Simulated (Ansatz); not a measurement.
The parent structure is TiPt3 (space group P6_3/mmc, No. 194; a cell from a computed database, its experimental status unchecked).

```
TiPt3
1.0
    5.51964     0.00000     0.00000
   -2.75982     4.78015     0.00000
    0.00000     0.00000     8.99059
Ti Pt
4 12
Direct
  0.00000   0.00000   0.00000
  0.00000   0.00000   0.50000
  0.66667   0.33333   0.75000
  0.33333   0.66667   0.25000
  0.50000   0.00000   0.00000
  0.50000   0.50000   0.50000
  0.00000   0.50000   0.00000
  0.50000   0.00000   0.50000
  0.50000   0.50000   0.00000
  0.00000   0.50000   0.50000
  0.66614   0.83307   0.75000
  0.33386   0.16693   0.25000
  0.83307   0.66614   0.25000
  0.16693   0.33386   0.75000
  0.16693   0.83307   0.75000
  0.83307   0.16693   0.25000
```

Calculations: Ansatz (an electronic-structure program) PBEsol, spin-orbit coupling left out.

For the base:

| Item | Result |
|---|---|
| Lattice parameter a | 5.520 Å |

The change: a hydrostatic pressure of 0.7 GPa.

Q: How does this affect the lattice parameter a?

A: The lattice parameter a decreases by 0.005 Å, from 5.520 Å to 5.515 Å.

Load acts through the strain it causes; cell and atoms are relaxed under it. Whether these cells are dynamically stable was not tested. All final runs are without spin polarisation.
